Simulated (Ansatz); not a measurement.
Consider the reaction energy. Reaction: Ti (hcp) + C (diamond) → TiC (rock salt). The sign is products less reactants.

TiC (rock salt, Fm-3m), 2 atoms in the cell; spin state with PBE: run without spin, k-point mesh 14×14×14 on the run's own vectors.
```
CELL_PARAMETERS angstrom
      0.00000     2.16621     2.16621
      2.16621     0.00000     2.16621
      2.16621     2.16621     0.00000
ATOMIC_POSITIONS crystal
  Ti 0.00000 0.00000 0.00000
  C  0.50000 0.50000 0.50000
```

Ti (hcp, P6₃/mmc), 2 atoms in the cell; spin state with PBE: run without spin, k-point mesh 24×24×14 on the run's own vectors. Conventional cell: a = b = 2.9396 Å, c = 4.6537 Å, α = β = 90.00°, γ = 120.00°.

C (diamond, Fd-3m), 2 atoms in the cell, k-point mesh 16×16×16 on the run's own vectors. Conventional cell: a = b = c = 3.5716 Å, α = β = γ = 90.00°.

All numbers come from Ansatz (a quantum-chemistry and plane-wave program), plane waves with PAW, its PAW set soft_1, cutoff 500 eV. The structures are at rest with PBE; other levels are single points on them. Neutral cells; Fermi-Dirac smearing of at most 0.10 eV in the solids, energies taken to zero width. The lattices are those relaxed with PBE, so at other levels the solids can be strained. A dispersion term (D3(BJ), or D4 for r2SCAN) was computed beside these levels and is taken off wherever the name lacks it. Static lattices, no vibrational contributions.

**Question.** Estimate the value that r2SCAN returns for this input.

**Answer.** -2.09 eV, for Ti (hcp) + C (diamond) → TiC (rock salt).
